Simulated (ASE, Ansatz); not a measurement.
One thermal frame of composition Li3Al, cell Li48Al16, held well above this temperature first [in the CHGNet run: it was liquid; mean temperature 930 K (target 860 K); density 0.96 g/cm³, volume +9 % from the start cell's], 860 K, computed in Ansatz (plane waves, PAW) at several levels on the same positions and k-sampling (one point, (1/4, 1/4, 1/4)); no spin polarisation or spin-orbit coupling.

The frame comes from MD with CHGNet (ASE). The base level is PBE (cutoff 420 eV), whose static pressure on this k-sampling is -0.3 GPa. On the run's last frame a denser k-mesh moved the forces by 0.042 eV/Å rms, the static pressure by -0.01 GPa and the free energy by -2 meV/atom, which is about how far such values are converged. That check is the base level's. Differences between levels on one k-sampling err less than the absolute values. Cutoffs of the other levels: 500 eV for r2SCAN, the files' default (420 eV for most) otherwise. Volume per atom 20.65 Å³.

```tsv
level	static pressure less the base's (GPa)	rms force change from the base (eV/Å)	cost
PBE	0	0	(base)
r2SCAN	+0.1	0.04	very roughly 80 core-seconds
PBEsol	-0.3	0.02	about 16 core-seconds (a rough figure)
LDA	-1.3	0.04	very roughly 16 core-seconds
```

Ansatz is a program for electronic structure.
